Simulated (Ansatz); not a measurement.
An Ansatz (an electronic-structure program) run: TiB2 with a change (biaxial strain +0.84 %, plane normal [001], relaxed out of plane); PBE (Ansatz, PAW, no SOC).

Input:

Ansatz 0.2 input:
```yaml
crystal:
  lattice:
    - [3.0574567025, 0, 0]
    - [1.5287283513, 2.6478351753, 0]
    - [0, 0, 3.210822859]
  atoms:
    - { symbol: Ti, position: [0, 0, 0] }
    - { symbol: B, position: [0.3333333333, 0.3333333333, 0.5] }
    - { symbol: B, position: [0.6666666667, 0.6666666667, 0.5] }
basis: { ecutwfc: 420, ecutrho_ratio: 4, xc_grid: 2, fft_grid_basis: typed }
kpoints: { mp_grid: { grid: [18, 18, 14] } }
hamiltonian:
  xc: pbe
  dispersion: none
  pseudopotentials: { kind: paw }
scf: { occupations: { method: fermi_dirac, width: 0.05 } }
relax: { f_tol: 0.005, max_steps: 50, cell: { stress_tol: 0.01, fix: [a, b, gamma] } }
output: { forces: true, stress: true }
checkpoint: { write: state.ck, write_every: 1000 }
```

Output (explanatory and most iteration lines left out):

```
Relaxation: its limit of steps is 50 (relax.max_steps)
Pseudopotential: Ti, paw, valence charge 12
Pseudopotential: B, paw, valence charge 3
Crystal: 3 atoms, lattice volume = 25.994 Å³
Basis set: ecut = 420 eV, 503 PW (Γ), exchange–correlation on 48×48×48 points (8 copies of the dense FFT grid, shifted against one another)
Bands: 13, of which v1, the nominal top of the filled ones, is band 9 counted from 1 (8 counted from 0)
Symmetry: 24 space group operations
Space group: P6/mmm (ITA 191), of the structure as read, at distance tolerance 3.0e-5 Å
k-points: 296 of 4536
Functional: x = pbe(κ = 0.804, μ = 0.2195149727645171), c = pbe(β = 0.06672455060314922)
SCF iter   1: F=—  HF=-2814.688914 eV  |F-HF|=—  |Δ(HF+E_count)|=         —  Δρ=3.07e-3  dr2=1.94e-3  ethr=1.77e-3  ⟨swp⟩=4.4  Hψ=18306  notcnv=0
SCF iter   2: F=—  HF=-2814.688357 eV  |F-HF|=—  |Δ(HF+E_count)|=   5.57e-4  Δρ=1.67e-3  dr2=6.09e-4  ethr=1.08e-5  ⟨swp⟩=1.5  Hψ=6838  notcnv=0
SCF 1 converged in 6 iterations: F = -2814.688233 eV  dr2 = 7.34e-11
relax step   1: F+E_penalty+E_count = -2814.68823320 eV  Δ(F+E_penalty+E_count) = +0.000e0 eV  max|allowed force component| = 1.696e-16 eV/Å  Δτ_max = 0.0000 Å  P = -3.548 GPa  Ω = 25.994 Å³  fix = [a, b, gamma]  reactions: a -5.423, b -5.423 GPa  (6 SCF iters, dr2 threshold 1.00e-7 eV, accepted)
Crystal: 3 atoms, lattice volume = 26.006 Å³
SCF iter   1: F=—  HF=-2814.688231 eV  |F-HF|=—  |Δ(HF+E_count)|=         —  Δρ=5.92e-5  dr2=1.48e-6  ethr=7.80e-9  ⟨swp⟩=2.0  Hψ=24317  notcnv=0
SCF iter   2: F=—  HF=-2814.688225 eV  |F-HF|=—  |Δ(HF+E_count)|=   5.53e-6  Δρ=2.12e-5  dr2=1.62e-7  ethr=7.80e-9  ⟨swp⟩=2.1  Hψ=4475  notcnv=0
SCF 2 converged in 6 iterations: F = -2814.688225 eV  dr2 = 1.89e-14
relax step   2: F+E_penalty+E_count = -2814.68822508 eV  Δ(F+E_penalty+E_count) = +8.119e-6 eV  max|allowed force component| = 7.401e-17 eV/Å  Δτ_max = 0.0000 Å  P = -3.647 GPa  Ω = 26.006 Å³  energy of the carried Pulay correction = -1.543e-5 eV  fix = [a, b, gamma]  reactions: a -5.467, b -5.467 GPa  (6 SCF iters, dr2 threshold 1.00e-7 eV, accepted)
Crystal: 3 atoms, lattice volume = 26.006 Å³
SCF iter   1: F=—  HF=-2814.688246 eV  |F-HF|=—  |Δ(HF+E_count)|=         —  Δρ=1.56e-6  dr2=8.45e-11  ethr=3.04e-9  ⟨swp⟩=3.0  Hψ=29841  notcnv=0
SCF iter   2: F=—  HF=-2814.688241 eV  |F-HF|=—  |Δ(HF+E_count)|=   5.18e-6  Δρ=8.05e-7  dr2=2.02e-11  ethr=1.00e-12  ⟨swp⟩=2.2  Hψ=6597  notcnv=0
SCF 3 converged in 7 iterations: F = -2814.688241 eV  dr2 = 2.11e-17
SCF converged after 7 iterations
Free energy (F): -2814.688241 eV
Internal energy: -2814.685215 eV  (E = F + TS)
E sigma→0 (E₀):  -2814.686728 eV
Entropy (-TS):   -0.003026 eV (-1.009 meV/atom)
Fermi energy:    14.985732 eV
--- Forces (eV/Å), atoms counted from 1 ---
  atom   1  Ti     0.00000000    -0.00000000     0.00000000
  atom   2  B     -0.00000000     0.00000000     0.00000000
  atom   3  B      0.00000000    -0.00000000     0.00000000
--- Stress (GPa, compression-positive) ---
       -5.466394      -0.000000       0.000000
       -0.000000      -5.466394       0.000000
        0.000000       0.000000      -0.004954
  P = ⅓ Tr σ = -3.6459 GPa (-36.459 kbar)
--- Relaxed structure (2 steps of the walk, 2 accepted, 1 SCFs on fresh bases) ---
  cell:  # Å, volume = 26.0058 Å³
    - [3.057456702479215, -2.886759550268957e-11, 0.0]
    - [1.5287283512646075, 2.6478351753035665, 0.0]
    - [0.0, 0.0, 3.212315817045057]
  atoms:
    - { symbol: Ti, position: [1.2446454609558079e-36, 1.0102225114020119e-36, 0.0] }
    - { symbol: B, position: [0.3333333333333334, 0.33333333333333337, 0.5] }
    - { symbol: B, position: [0.6666666666666669, 0.6666666666666667, 0.5] }
```

Without a gap, meshes like the base's 18×18×14 leave anisotropic stresses uncertain by several tenths of a GPa, and small strain energies with them. Whether these cells are dynamically stable was not tested. The final runs are not spin-polarised. The cell was made from TiB₂ (space group P6/mmm, No. 191) by this change: biaxial strain +0.84 %, plane normal [001], relaxed out of plane.
